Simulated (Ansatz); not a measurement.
The starting structures come from a database of crystals and need not be the phases stable at ambient conditions.

 Where the default PAW files enter, the runs use the earlier of Ansatz's two default sets.

Here is the system:

```xyz
12
Lattice="3.9087 0.0000 0.0000 1.9543 10.3700 0.0000 0.0000 0.7366 3.8386" Properties=species:S:1:pos:R:3 pbc="T T T"
Sr     1.9543     4.0565     1.2116
Sr     3.9087     7.0501     2.6271
Sr     1.9543     0.3683     1.9193
Ti     1.9543     8.4193     0.3743
Ti     3.9087     2.6874     3.4643
O      1.9543     2.6606     3.4694
O      3.9087     8.4461     0.3692
O      3.9087     2.2922     1.5501
O      1.9543     8.8144     2.2885
O      3.9087     4.6109     3.0952
O      1.9543     6.4957     0.7435
O      0.0000     0.0000     0.0000
```

Space group of this cell: I4/mmm. The cell is taken as given; by r2SCAN its mean pressure is -0.7 GPa.

Transport runs along the normal of the first two printed cell vectors, the (101) plane of the conventional cell.

The gap is the functional's own, uncorrected, and κ follows it; spin-orbit coupling is left out. Mid-gap values are interpolated between the computed energies.

Q: Give the band gap and the smallest decay constant κ at mid-gap that r2SCAN (Ansatz, an electronic-structure program) yields.

A: Gap 2.34 eV on a 8×8×8 mesh; κ = 0.275 1/Å, at the zone centre.
